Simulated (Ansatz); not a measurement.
An Ansatz (an electronic-structure program) input (r2SCAN (Ansatz, PAW, no spin-orbit coupling), earlier PAW set):

Ansatz 0.2 input:
```yaml
crystal:
  lattice:
    - [0, 2.8911486722, 2.8911486722]
    - [2.8911486722, 0, 2.8911486722]
    - [2.8911486722, 2.8911486722, 0]
  atoms:
    - { symbol: S, position: [0.75, 0.75, 0.75] }
    - { symbol: Cd, position: [0, 0, 0] }
basis: { ecutwfc: 500, ecutrho_ratio: 4, xc_grid: 4, fft_grid_basis: typed }
kpoints: { mp_grid: { grid: [10, 10, 10] } }
hamiltonian:
  xc: r2scan
  dispersion: none
  pseudopotentials: { azcp: { folder: ./paw }, kind: paw }
scf: { occupations: { method: fermi_dirac, width: 0.05 }, convergence: { dr2_threshold: 0.0000000002 } }
output: { forces: true, stress: true }
checkpoint: { write: state.ck, write_every: 1000 }
```

Task: Which symmetry and how many k-points will the program report, and about how many plane waves at Γ?

Result: Space group F-43m (ITA 216) with 24 operations, k-points 47 of 1000, and 1243 plane waves at Γ.

Task: And the final pressure?

Result: 3.36 GPa (compression positive).

Single points use the geometry relaxed with PBEsol. The cells carry an imposed strain or load. No phonon test of stability was made. The cell was made from CdS in the zinc blende structure (space group F-43m, No. 216) by this change: isotropic strain −0.73 %.
